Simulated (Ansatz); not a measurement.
Take Sn in the diamond structure (space group Fd-3m, No. 227; a = 6.6558 Å) as the base.

Structures relaxed with Kohn–Sham DFT with the PBE functional, run in Ansatz (a program for electronic structure) with PAW and 420 eV plane waves, without spin-orbit coupling, earlier PAW set.

Base:

Simulated powder pattern, Cu Kα1, λ = 1.54056 Å (kinematic, ideal powder, no thermal factors, no anomalous dispersion; the 10 strongest lines at most, above 2 %, up to 2θ = 90°):

```csv
2θ (°),I/Imax (%),hkl
23.13,100,(111)
38.21,81,(220)
45.14,50,(311)
55.15,14,(400)
60.59,20,(331)
69.08,27,(422)
73.93,15,(333)
81.79,8.5,(440)
86.42,15,(531)
```

Now apply this change: cell and atoms relaxed at a pressure of 30 GPa.

### Question
Where do the lines fall after the change?

### Answer

Simulated powder pattern, Cu Kα1, λ = 1.54056 Å (kinematic, ideal powder, no thermal factors, no anomalous dispersion; the 10 strongest lines at most, above 2 %, up to 2θ = 90°):

| 2θ (°) | d (Å) | I/Imax (%) | hkl |
|---|---|---|---|
| 26.08 | 3.414 | 100 | (111) |
| 43.24 | 2.091 | 76 | (220) |
| 51.20 | 1.783 | 46 | (311) |
| 62.81 | 1.478 | 12 | (400) |
| 69.20 | 1.357 | 18 | (331) |
| 79.31 | 1.207 | 25 | (422) |
| 85.20 | 1.138 | 14 | (333) |

The indices refer to the base's conventional cell; one index is shown for lines that coincide.

Load acts through the strain it causes; cell and atoms are relaxed under it. Whether these cells are dynamically stable was not tested. Tetrahedral semiconductors of this kind turn to denser phases somewhere between about 1 and 50 GPa; those were not computed, so compressed cells here can lie past the real transition.
